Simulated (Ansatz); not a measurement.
For SnO (model structure, F-43m, No. 216, 2 atoms in the cell), PBE-D3(BJ) (PAW; Ansatz, an electronic-structure program) gives:

| Quantity | Value |
|---|---|
| equilibrium lattice constant a | 5.429 Å |
| cohesive energy | 4.15 eV/atom |

What does r²SCAN (plane waves, PAW; Ansatz) give for the same quantities?


- lattice constant a: 5.409 Å (drops by 0.4 %)
- cohesive energy: 3.77 eV/atom (shrinks by 0.38 eV/atom)

Changes are worked out from the printed values.

Unless a cell is named, each level is at its own relaxed cell (PBE-D3(BJ) 20.00, r²SCAN 19.78 Å³/atom).

Levels without +SOC leave out spin–orbit coupling, which shifts energies and cells of such heavy elements.

Caveats: a distance lies near a switch of the dispersion term, which can move the cell (PBE-D3(BJ)). Ansatz's density-functional and Hartree–Fock values are scalar-relativistic unless marked +SOC, with PAW data made under PBE.

A model structure was made by putting elements into a prototype or built by hand; it is no filed structure, need not be a known phase, and can be a saddle point held by its symmetry.
